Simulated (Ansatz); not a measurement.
B2O3 (Cmc2₁, No. 36, 10 atoms in the cell; start mp-717; high-pressure phase)

All values below come from r²SCAN (plane waves, PAW; Ansatz, a program for electronic structure).

Run with plane-wave cutoff 560 eV, 8×8×8 k mesh, Fermi–Dirac smearing 0.01 eV, scalar-relativistic PAW data made under PBE.

Cell (relaxed with PBEsol):

```
CELL_PARAMETERS angstrom
      3.91326    -2.31248     0.00000
      3.91326     2.31248     0.00000
      0.00000     0.00000     4.13496
ATOMIC_POSITIONS crystal
  B  0.00632 0.32395 0.56768
  B  0.99368 0.67605 0.06768
  B  0.67605 0.99368 0.56768
  B  0.32395 0.00632 0.06768
  O  0.75518 0.24482 0.50004
  O  0.24482 0.75518 0.00004
  O  0.92089 0.66030 0.41860
  O  0.07911 0.33970 0.91860
  O  0.33970 0.07911 0.41860
  O  0.66030 0.92089 0.91860
```

```
Quantity                                                 Result
-------------------------------------------  ------------------
band gap                                     9.32 eV (indirect)
smallest direct gap on the k points sampled             9.60 eV
```

Note: cell and atoms aren't relaxed at this level (largest force component 0.07 eV/Å, pressure -1.4 GPa).

Computed values are for the static lattice.

A start named mp-… is a Materials Project structure, which need not be a measured phase.
